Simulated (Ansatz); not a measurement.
Consider Rh in the fcc (Cu type) structure (space group Fm-3m, No. 225; relaxed with 0.1 eV smearing).

```yaml
crystal:
  lattice:
    - [0.00000, 1.91600, 1.91600]
    - [1.91600, 0.00000, 1.91600]
    - [1.91600, 1.91600, 0.00000]
  atoms:
    - { symbol: Rh, position: [0.00000, 0.00000, 0.00000] }
```

Level of theory: DFT with PBE, PAW potentials and a 420 eV plane-wave cutoff in Ansatz (an electronic-structure program), spin-orbit coupling left out.

Strains are applied to the cell and any free atomic positions relax.

One change was made to it. Results:

The energy increases by 21 meV/atom; the pressure goes from zero to -10.1 GPa.

Question: Which change produced these results?
(A) isotropic strain +2.00 %
(B) isotropic strain +1.50 %
(C) isotropic strain −0.50 %

Answer: B, isotropic strain +1.50 %. For comparison, the energy relative to the base in the other runs: isotropic strain −0.50 % gives +2.6 meV/atom; isotropic strain +2.00 % gives +37 meV/atom.

Stability against distortions was not tested. The final runs are not spin-polarised. Rh lies near a magnetic instability that expansion can trigger; it was not tested.
